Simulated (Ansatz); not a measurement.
# Hypothetical I4_132 Si: pressure series

The parent structure is Si (space group I4_132, No. 214; a = 6.3950 Å; a hypothetical phase, not in the database extracts checked).

Cell and atoms are relaxed at each pressure.

All numbers come from PBEsol/PAW in Ansatz (a program for electronic structure), no spin-orbit coupling.

Notes on the quantities. enthalpy: H = E + PV relative to the base's energy.

| case | enthalpy | shortest interatomic distance |
|---|---|---|
| base | – | 2.261 Å |
| pressure −2 GPa | -0.42 eV/atom | 2.298 Å |
| pressure −1 GPa | -0.21 eV/atom | 2.278 Å |
| pressure 0.3 GPa | +0.06 eV/atom | 2.256 Å |
| pressure 0.7 GPa | +0.14 eV/atom | 2.250 Å |
| pressure 1.5 GPa | +0.30 eV/atom | 2.238 Å |
| pressure 3 GPa | +0.59 eV/atom | 2.218 Å |
| pressure 5 GPa | +0.97 eV/atom | 2.196 Å |
| pressure 7.5 GPa | +1.43 eV/atom | 2.171 Å |
| pressure 10 GPa | +1.88 eV/atom | 2.149 Å |

Load acts through the strain it causes; cell and atoms are relaxed under it. Whether these cells are dynamically stable was not tested. No other phases were tried under pressure.
